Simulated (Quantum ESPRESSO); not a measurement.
Input and output of a self-consistent single point for Sn₃Pd (Cmce, 16 atoms in the cell) (Quantum ESPRESSO).

Computed with PBEsol-D3(0), GBRV 1.5 ultrasoft (PBESOL) pseudopotentials (plane waves; Quantum ESPRESSO 7.5).

```
CELL_PARAMETERS angstrom
      8.66521    -3.25792     0.00000
      8.66521     3.25792     0.00000
      0.00000     0.00000     6.52225
ATOMIC_POSITIONS crystal
  Sn 0.83934 0.16066 0.33806
  Sn 0.16066 0.83934 0.66194
  Sn 0.66066 0.33934 0.83806
  Sn 0.33934 0.66066 0.16194
  Sn 0.83717 0.49887 0.17056
  Sn 0.16283 0.50113 0.82944
  Sn 0.66283 0.00113 0.67056
  Sn 0.33717 0.99887 0.32944
  Sn 0.49887 0.83717 0.82944
  Sn 0.50113 0.16283 0.17056
  Sn 0.00113 0.66283 0.32944
  Sn 0.99887 0.33717 0.67056
  Pd 0.08553 0.08553 0.00000
  Pd 0.91447 0.91447 0.00000
  Pd 0.41447 0.41447 0.50000
  Pd 0.58553 0.58553 0.50000
```

Reference input (self-consistent single point, DFT, PBEsol, plane waves, GBRV 1.5 ultrasoft (PBESOL) pseudopotentials): ecutwfc = 40 Ry; ecutrho = 320 Ry; occupations = smearing; smearing = gaussian; degauss = 0.0099958 Ry; potentials = {Sn: sn_pbesol_v1.4.uspp.F.UPF, Pd: pd_pbesol_v1.4.uspp.F.UPF}; K_POINTS = automatic 3 3 3 0 0 0; conv_thr = 1e-09 Ry; mixing_beta = 0.7. This run's input differs from it in these lines:

```diff
@@ -17,2 +17,5 @@
   degauss = 0.0099958,
+  vdw_corr = 'grimme-d3',
+  dftd3_version = 3,
+  dftd3_threebody = .false.,
 /
```

Output (repeated stretches shortened):

```
     Self-consistent Calculation

     iteration #  1     ecut=    40.00 Ry     beta= 0.70

     negative rho (up, down):  2.814E-01 0.000E+00

     total energy              =   -2625.86705899 Ry
     estimated scf accuracy    <     107.08375854 Ry

     iteration #  2     ecut=    40.00 Ry     beta= 0.70

     negative rho (up, down):  2.899E-01 0.000E+00

     total energy              =   -2662.18998296 Ry
     estimated scf accuracy    <     400.64032713 Ry

     iteration #  3     ecut=    40.00 Ry     beta= 0.70

     negative rho (up, down):  3.053E-01 0.000E+00

     total energy              =   -2700.31595323 Ry
     estimated scf accuracy    <      41.46793287 Ry

   [... 11 blocks of this kind left out ...]

     iteration # 15     ecut=    40.00 Ry     beta= 0.70

     negative rho (up, down):  3.121E-01 0.000E+00

     total energy              =   -2702.12610011 Ry
     estimated scf accuracy    <          2.3E-09 Ry

     iteration # 16     ecut=    40.00 Ry     beta= 0.70

     negative rho (up, down):  3.121E-01 0.000E+00
     End of self-consistent calculation

   [... 15 lines left out ...]

   [... 15 lines left out ...]

     the Fermi energy is    12.7854 ev

!    total energy              =   -2702.12610011 Ry
     estimated scf accuracy    <          2.1E-10 Ry
     smearing contrib. (-TS)   =      -0.00284162 Ry
     internal energy E=F+TS    =   -2702.12325849 Ry

     DFT-D3 Dispersion         =      -0.26208637 Ry

     convergence has been achieved in  16 iterations

     negative rho (up, down):  3.121E-01 0.000E+00

     Forces acting on atoms (cartesian axes, Ry/au):

     atom    1 type  1   force =     0.00000000   -0.00312027    0.00299221
     atom    2 type  1   force =     0.00000000    0.00312027   -0.00299221
     atom    3 type  1   force =    -0.00000000    0.00312027    0.00299221
   [... lines left out ...]
     Total force =     0.021085     Total SCF correction =     0.000048
   [... lines left out ...]

     negative rho (up, down):  3.121E-01 0.000E+00
          total   stress  (Ry/bohr**3)                   (kbar)     P=      -43.66
  -0.00027685   0.00000000   0.00000000          -40.73        0.00        0.00
   0.00000000  -0.00032426   0.00000000            0.00      -47.70        0.00
   0.00000000   0.00000000  -0.00028932            0.00        0.00      -42.56

   JOB DONE.
```

The run converged in 16 iterations. Against the reference run the pressure goes from -2.28 to -4.37 GPa and the largest force goes from 0.148 to 0.155 eV/Å.

The starting cell comes from a database of computed structures (which also holds hypothetical and non-ambient phases and stackings), without a prior relaxation at this level. Spin polarisation is off. With a pressure of about -4 GPa the cell is away from its equilibrium volume at this level.

Cost on one core of a shared machine: roughly 10 min.
